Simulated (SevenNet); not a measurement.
AlB2-type MgB2

Calculation: the machine-learned potential SevenNet-l3i5 (trained on PBE and PBE+U data).

Cell (relaxed at this level):

```
CELL_PARAMETERS angstrom
      3.07509     0.00000     0.00000
     -1.53755     2.66311     0.00000
      0.00000     0.00000     3.52313
ATOMIC_POSITIONS crystal
  Mg 0.00000 0.00000 0.00000
  B  0.66667 0.33333 0.50000
  B  0.33333 0.66667 0.50000
```

```
Quantity           Value
---------------  -------
bulk modulus B0  145 GPa
```

Measured, for comparison: bulk modulus 151 ± 5 GPa (room temperature, no zero-point or thermal correction, B' fixed at 4, our sources range from 147 to 151; as tabulated in Vogt et al. (2001), arXiv:cond-mat/0102480). Computed (rounded) less measured: bulk modulus -4 % (-1 % to -4 % over the range).

A machine-learned potential is trained on density-functional data: it inherits that level's misses and adds fitting errors of its own.
